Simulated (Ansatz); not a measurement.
The parent structure is ZnS in the zinc blende structure (space group F-43m, No. 216).

```yaml
crystal:
  lattice:
    - [0.00000, 2.64841, 2.64841]
    - [2.64841, 0.00000, 2.64841]
    - [2.64841, 2.64841, 0.00000]
  atoms:
    - { symbol: Zn, position: [0.00000, 0.00000, 0.00000] }
    - { symbol: S, position: [0.75000, 0.75000, 0.75000] }
```

Cartesian axes are those of the cell as printed.

All numbers come from plane-wave PAW DFT at the LDA level (Ansatz, an electronic-structure program, 420 eV), no SOC.

For the base:

* **Electron mass**: 0.17 mₑ (at Γ)
* **Band gap**: 2.13 eV
* **Gap character**: direct at Γ

Now apply this change: tensile biaxial strain of 2.50 % in the plane normal to [111], as in epitaxy on a mismatched substrate; the out-of-plane cell vector and the atoms relax.

**Question.** What does the calculation give for the electron mass after the change?

**Answer.** The electron mass becomes 0.18 mₑ out of plane, 0.15 mₑ in plane (at Γ) (base: 0.17 mₑ (at Γ)).

**Question.** How does this affect the band gap?

**Answer.** The band gap decreases by 0.31 eV (2.13 eV → 1.82 eV).

**Question.** What happens to the energy relative to the base?

**Answer.** The energy rises by 12 meV/atom.

**Question.** How does this affect the gap character?

**Answer.** The gap character is still direct at Γ.

Effective masses come from finite differences of ±0.01 Å⁻¹. Whether these cells are dynamically stable was not tested. Labels are those of the standard path for the cell's own space group.
